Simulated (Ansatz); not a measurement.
The structure below was relaxed with DFT with PBEsol, PAW potentials and a 420 eV plane-wave cutoff in Ansatz (a first-principles code), no spin-orbit coupling, at pressure −1 GPa.

Space group I4/mcm (No. 140); a = 9.3231 Å, b = 9.3231 Å, c = 4.6858 Å, α = 90.00°, β = 90.00°, γ = 90.00°

```csv
atom,site,symmetry,x,y,z
V,16k,m..,0.0747,0.2249,0.0000
V,4b,-42m,0.0000,0.5000,0.2500
Si,8h,m.2m,0.3340,0.1660,0.0000
Si,4a,422,0.0000,0.0000,0.2500
```

Problem. Write out a cell with all atoms.

Solution. 
```cif
data_Si12V20
_chemical_formula_sum 'V20 Si12'
_space_group_name_H-M_alt 'P 1'
_space_group_IT_number 1
_cell_length_a 9.32307
_cell_length_b 9.32307
_cell_length_c 4.68580
_cell_angle_alpha 90.000
_cell_angle_beta 90.000
_cell_angle_gamma 90.000
loop_
_space_group_symop_operation_xyz
  'x, y, z'
loop_
_atom_site_label
_atom_site_type_symbol
_atom_site_fract_x
_atom_site_fract_y
_atom_site_fract_z
_atom_site_occupancy
V1 V 0.07471 0.77513 0.50000 1
V2 V 0.92529 0.22487 0.50000 1
V3 V 0.72487 0.57471 0.00000 1
V4 V 0.27513 0.42529 0.00000 1
V5 V 0.07471 0.22487 0.00000 1
V6 V 0.92529 0.77513 0.00000 1
V7 V 0.72487 0.42529 0.50000 1
V8 V 0.27513 0.57471 0.50000 1
V9 V 0.00000 0.50000 0.25000 1
V10 V 0.00000 0.50000 0.75000 1
Si1 Si 0.16596 0.66596 0.00000 1
Si2 Si 0.83404 0.33404 0.00000 1
Si3 Si 0.83404 0.66596 0.50000 1
Si4 Si 0.16596 0.33404 0.50000 1
Si5 Si 0.00000 0.00000 0.25000 1
Si6 Si 0.00000 0.00000 0.75000 1
V11 V 0.57471 0.27513 0.00000 1
V12 V 0.42529 0.72487 0.00000 1
V13 V 0.22487 0.07471 0.50000 1
V14 V 0.77513 0.92529 0.50000 1
V15 V 0.57471 0.72487 0.50000 1
V16 V 0.42529 0.27513 0.50000 1
V17 V 0.22487 0.92529 0.00000 1
V18 V 0.77513 0.07471 0.00000 1
V19 V 0.50000 0.00000 0.75000 1
V20 V 0.50000 0.00000 0.25000 1
Si7 Si 0.66596 0.16596 0.50000 1
Si8 Si 0.33404 0.83404 0.50000 1
Si9 Si 0.33404 0.16596 0.00000 1
Si10 Si 0.66596 0.83404 0.00000 1
Si11 Si 0.50000 0.50000 0.75000 1
Si12 Si 0.50000 0.50000 0.25000 1
```
This is the conventional cell.

Load acts through the strain it causes; cell and atoms are relaxed under it. Whether these cells are dynamically stable was not tested. The final runs are not spin-polarised. The cell was made from V$_{5}$Si$_{3}$ (space group I4/mcm, No. 140) by this change: pressure −1 GPa.
